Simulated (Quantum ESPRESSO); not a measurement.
Quantum ESPRESSO is run on Rb3Na (Pm-3m, 4 atoms in the cell), and the run fails. The aim is a self-consistent single point with DFT, LDA (PZ), plane waves, GBRV 1.5 ultrasoft (LDA) pseudopotentials.

Cell that was meant: a = 6.7606 Å, b = 6.7606 Å, c = 6.7606 Å, α = 90.00°, β = 90.00°, γ = 90.00°.

Part of the input:

```fortran
   ibrav = 1
   celldm(1) = 12.7756824381
   nat = 4
   ntyp = 3
   ecutwfc = 40
   ecutrho = 200
   occupations = 'smearing'
```

Output (repeated stretches shortened):

```
     This program is part of the open-source Quantum ESPRESSO suite
     for quantum simulation of materials; please cite

 %%%%%%%%%%%%%%%%%%%%%%%%%%%%%%%%%%%%%%%%%%%%%%%%%%%%%%%%%%%%%%%%%%%%%%%%%%%%%%
     Error in routine  card_atomic_species (5010):
     cannot read atomic specie from: ATOMIC_POSITIONS {angstrom}
 %%%%%%%%%%%%%%%%%%%%%%%%%%%%%%%%%%%%%%%%%%%%%%%%%%%%%%%%%%%%%%%%%%%%%%%%%%%%%%

     stopping ...
```

**Question.** Read the log: what does the program object to, and what is the fix?

**Answer.** The fault is a species count that does not match the list of species. The number of species decides how many lines of the species card are read. To fix it, make the count match the list. The program stopped before any SCF iteration.

The sound input it was made from differs as follows (other fixes are possible):
```diff
-   ntyp = 3
+   ntyp = 2
```

With that input, the run converged in 10 iterations: free energy E − TS -3468.1634 eV; Fermi level (on the code's own zero) 1.67 eV; pressure -0.55 GPa (DFT, LDA (PZ), plane waves, GBRV 1.5 ultrasoft (LDA) pseudopotentials).

On the sound input: the starting cell comes from a database of computed structures (which also holds hypothetical and non-ambient phases and stackings), without a prior relaxation at this level.
